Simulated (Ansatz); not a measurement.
The structure below was relaxed with Ansatz (a quantum-chemistry and plane-wave program) PBEsol-D3(BJ), spin-orbit coupling left out.

```
CELL_PARAMETERS angstrom
      3.36006     0.00000     0.00000
     -1.68003     2.90989     0.00000
      0.00000     0.00000     4.46056
ATOMIC_POSITIONS crystal
  C  0.00000 0.00000 0.00000
  Se 0.66667 0.33333 0.28988
  Se 0.33333 0.66667 0.71012
```

Problem. Find the space group and the Wyckoff positions.

Solution. Space group P-3m1 (No. 164); a = 3.360 Å, b = 3.360 Å, c = 4.461 Å, α = 90.00°, β = 90.00°, γ = 120.00°

```json
[
 {"atom": "C", "site": "1a", "symmetry": "-3m.", "x": "0.0000", "y": "0.0000", "z": "0.0000"},
 {"atom": "Se", "site": "2d", "symmetry": "3m.", "x": "0.6667", "y": "0.3333", "z": "0.2899"}
]
```

Problem. Describe the coordination.

Solution. The crystal has 3 atoms in its conventional cell. Cell: a = 3.360 Å, b = 3.360 Å, c = 4.461 Å, α = 90.00°, β = 90.00°, γ = 120.00°. C is surrounded by 6 Se at 2.331 Å (octahedral). Se has 3 C at 2.331 Å and 3 Se at 2.698 Å (octahedral). (Neighbours: up to the widest gap in distance over summed covalent radii, below 1.35, at either atom.)

Stability against distortions was not tested. The final runs are not spin-polarised. The cell was made from PtSe2 by this change: Pt → C; the result is a hypothetical phase, not in the database extracts checked.
